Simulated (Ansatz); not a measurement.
**Bi: element substitutions**

The parent structure is Bi in the A7 type structure (space group R-3m, No. 166; a = 4.4724 Å, c = 11.2791 Å (hexagonal axes)).

Each row replaces one element on all its sites; cell and atoms are relaxed.

Level of theory: PBEsol-D3(BJ) (Ansatz, a quantum-chemistry and plane-wave program, PAW, no spin-orbit coupling).

Only one of these keeps the space group of the base. Which?
A) Bi → Pb
B) Bi → Rh
C) Bi → As

C, Bi → As. Computed: Bi → Pb: Pm-3m (No. 221); Bi → As: R-3m (No. 166); Bi → Rh: Pm-3m (No. 221)

Whether these cells are dynamically stable was not tested. As relaxed here, Pb and Rh are hypothetical phases, not in the database extracts checked. The final runs are not spin-polarised. Rh has a high density of states at the Fermi level and may be magnetic at this level. The program warned that a D3 coordination switch lies within reach, so dispersion energies are less smooth here.
